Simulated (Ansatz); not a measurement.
The starting structures come from a database of crystals and need not be the phases stable at ambient conditions.

 Where the default PAW files enter, the runs use the earlier of Ansatz's two default sets.

Consider the following.

```
CELL_PARAMETERS angstrom
      5.20732     0.00000     0.00000
      0.00000     5.30584     0.00000
      0.00000    -0.20165     7.69055
ATOMIC_POSITIONS crystal
  W  0.73167 0.74584 0.71676
  W  0.26833 0.25416 0.28324
  W  0.23167 0.25416 0.78324
  W  0.76833 0.74584 0.21676
  O  0.96536 0.45929 0.21601
  O  0.03464 0.54071 0.78399
  O  0.46536 0.54071 0.28399
  O  0.53464 0.45929 0.71601
  O  0.31710 0.25168 0.00606
  O  0.68290 0.74832 0.99394
  O  0.81710 0.74832 0.49394
  O  0.18290 0.25168 0.50606
  O  0.96272 0.03325 0.78377
  O  0.03728 0.96675 0.21623
  O  0.46272 0.96675 0.71623
  O  0.53728 0.03325 0.28377
```

Space group of this cell: P2_1/c. The cell is taken as given; by PBEsol its mean pressure is -1.8 GPa.

The current runs along the normal of the first two printed vectors. All runs by Ansatz (a first-principles code), plane waves and PAW, without spin-orbit coupling; the base is PBEsol.

```csv
run,mean pressure (GPa),gap (eV),mid-gap κ (1/Å)
base,-1.8,1.83,0.275
all lengths scaled by 0.98,14.9,2.00,?
all lengths scaled by 1.02,-14.2,1.68,?
lda in place of pbesol,-6.6,1.79,0.271
"lengths across the current scaled by 0.98, ions clamped",9.2,2.00,0.284
"lengths across the current scaled by 1.02, ions clamped",-10.4,1.68,0.266
"lengths along the current scaled by 1.03, ions clamped",-7.9,?,0.275
```

**Question.** What belongs in the gaps?

**Answer.** 
- all lengths scaled by 0.98, mid-gap κ (1/Å): 0.282
- all lengths scaled by 1.02, mid-gap κ (1/Å): 0.268
- lengths along the current scaled by 1.03, ions clamped, gap (eV): 1.81
